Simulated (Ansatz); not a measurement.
### Question
Name crystals whose hole conductivity mass lies between 1.56 and 2.4 mₑ and whose electron conductivity mass lies between 0.43 and 0.67 mₑ, by Ansatz (an electronic-structure program) with PBEsol, rigid bands.

### Answer
Many crystals can fit; among those computed here:
- LiCl (Fm-3m): 1.67 mₑ, 0.48 mₑ
- CaF₂ (Fm-3m): 2.0 mₑ, 0.56 mₑ
- SrTiO₃ (Pm-3m): 1.81 mₑ, 0.62 mₑ
- SrHfO3 (Pm-3m): 2.1 mₑ, 0.50 mₑ
- BaZrO₃ (Pm-3m): 1.99 mₑ, 0.53 mₑ

Masses are for dilute carriers at 300 K, harmonic means over directions unless an axis is named. Spin-orbit coupling is left out.

Formula and space group known from diffraction (Crystallography Open Database), not checked to be the room-temperature form: SrHfO3 (Pm-3m). The missing spin-orbit coupling matters most for SrHfO3 (Pm-3m).
